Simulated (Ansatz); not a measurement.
A self-consistent single point of V3Ir (Pmm2, 8 atoms in the cell) with Ansatz (a program for electronic structure).

Method of the run: PBEsol, default PAW files made with PBE (plane waves; Ansatz).

The change in words: lattice scaled by 0.98; kpoints.mp_grid.grid: 5 5 5 → 10 10 10. Reference geometry:
```
CELL_PARAMETERS angstrom
      4.73891     0.00000     0.00000
      0.00000     4.73891     0.00000
      0.00000     0.00000     4.73891
ATOMIC_POSITIONS crystal
  V  0.50000 0.25000 0.00000
  V  0.50000 0.75000 0.00000
  V  0.26055 0.00000 0.50000
  V  0.75000 0.00000 0.50000
  V  0.00000 0.50000 0.25000
  V  0.00000 0.50000 0.75000
  Ir 0.50000 0.50000 0.50000
  Ir 0.00000 0.00000 0.00000
```

Reference input (self-consistent single point, DFT, PBEsol, plane waves, default PAW files made with PBE): basis.ecutwfc = 420 eV; kpoints.mp_grid.grid = 5 5 5; hamiltonian.xc = pbesol; hamiltonian.pseudopotentials = {kind: paw} (the program's default PAW files); scf.occupations.method = gaussian; scf.occupations.width = 0.1 eV. This run's input differs from it in these lines:

Ansatz 0.2 input:
```diff
@@ -2,5 +2,5 @@
   lattice:
-    - [4.738906, 0.000000, 0.000000]
-    - [0.000000, 4.738906, 0.000000]
-    - [0.000000, 0.000000, 4.738906]
+    - [4.644128, 0.000000, 0.000000]
+    - [0.000000, 4.644128, 0.000000]
+    - [0.000000, 0.000000, 4.644128]
   atoms:
@@ -17,3 +17,3 @@
 kpoints:
-  mp_grid: { grid: [5, 5, 5] }
+  mp_grid: { grid: [10, 10, 10] }
 hamiltonian:
```

Output (repeated stretches shortened):

```
SCF iter   1: F=—  HF=-40913.588947 eV  |F-HF|=—  |Δ(HF+E_count)|=         —  Δρ=1.17e-2  dr2=8.78e-2  ethr=1.77e-3  ⟨swp⟩=4.2  Hψ=46897  notcnv=0
all-band conjugate gradients solve this SCF's bands
preconditioner: auto → Kerker (q_TF=auto, 2.780 Å⁻¹)
SCF iter   2: F=—  HF=-40913.564388 eV  |F-HF|=—  |Δ(HF+E_count)|=   2.46e-2  Δρ=4.68e-3  dr2=1.30e-2  ethr=7.84e-5  ⟨swp⟩=2.0  Hψ=23641  notcnv=0  defer=826
SCF iter   3: F=—  HF=-40913.561090 eV  |F-HF|=—  |Δ(HF+E_count)|=   3.30e-3  Δρ=1.08e-3  dr2=5.09e-4  ethr=1.16e-5  ⟨swp⟩=2.0  Hψ=18705  notcnv=0  defer=826
SCF iter   4: F=—  HF=-40913.561075 eV  |F-HF|=—  |Δ(HF+E_count)|=   1.48e-5  Δρ=2.02e-4  dr2=2.88e-5  ethr=4.54e-7  ⟨swp⟩=2.0  Hψ=18737  notcnv=0  defer=826
SCF iter   5: F=—  HF=-40913.561244 eV  |F-HF|=—  |Δ(HF+E_count)|=   1.69e-4  Δρ=4.20e-5  dr2=1.67e-6  ethr=2.57e-8  ⟨swp⟩=2.4  Hψ=18281  notcnv=0  defer=826
SCF iter   6: F=-40913.561244 eV  HF=-40913.561244 eV  |F-HF|=1.98e-8  |Δ(HF+E_count)|=   2.28e-7  Δρ=1.06e-5  dr2=6.59e-8  ethr=8.93e-11  ⟨swp⟩=6.9  Hψ=56362  notcnv=0
SCF 1 converged in 6 iterations: F = -40913.561244 eV  dr2 = 6.59e-8
Free energy (F): -40913.561244 eV
Internal energy: -40913.535021 eV  (E = F + TS)
E sigma→0 (E₀):  -40913.548132 eV
Entropy (-TS):   -0.026223 eV (-3.278 meV/atom)
Fermi energy:    20.999636 eV
--- Forces (eV/Å), atoms counted from 1 ---
  atom   1  V      0.01636149     0.01273142     0.00000000
  atom   2  V      0.01636149    -0.01273142     0.00000000
  atom   3  V     -0.74498172     0.00000000     0.00000000
  atom   4  V      0.47467303     0.00000000     0.00000000
  atom   5  V      0.01778505     0.00000000     0.00603099
  atom   6  V      0.01778505     0.00000000    -0.00603099
  atom   7  Ir     0.10536030     0.00000000     0.00000000
  atom   8  Ir     0.09666318     0.00000000     0.00000000
--- Stress (GPa, compression-positive) ---
       15.910241       0.000000       0.000000
        0.000000      16.350294       0.000000
        0.000000       0.000000      15.426256
  P = ⅓ Tr σ = 15.8956 GPa (158.956 kbar)
  The stress holds the Pulay correction. Without it, at fixed plane waves, as pw.x and ABINIT print it: P = 15.8037 GPa
```

The run converged in 6 iterations. Against the reference run the free energy goes up by 27.0 meV/atom, the pressure goes from -1.35 to 15.90 GPa and the largest force goes from 0.601 to 0.745 eV/Å.

The starting cell comes from a database of computed structures (which also holds hypothetical and non-ambient phases and stackings), without a prior relaxation at this level. Its lattice was rescaled by up to half a per cent. One atom was moved a little off its site on purpose. For this run, on top of that: lattice scaled by 0.98. Spin polarisation is off. With a pressure of about 16 GPa the cell is away from its equilibrium volume at this level. Ansatz's pressure includes its estimate of the finite-basis (Pulay) stress.

Cost on one core of a shared machine: roughly 2 min.
